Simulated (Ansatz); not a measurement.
TiB2 (model structure, started from the MoSi2 type, I4/mmm, No. 139, 3 atoms in the cell): c axis length by level of theory

No measured value is used here.

```csv
level (code),value (Å)
PBE (Ansatz),5.997
PBEsol (Ansatz),5.964
PBE-D3(BJ) (Ansatz),5.944
```

Ansatz's density-functional and Hartree–Fock values are scalar-relativistic unless marked +SOC, with PAW data made under PBE.

A model structure was made by putting elements into a prototype or built by hand; it is no filed structure, need not be a known phase, and can be a saddle point held by its symmetry.

Ansatz is a quantum-chemistry and plane-wave program.
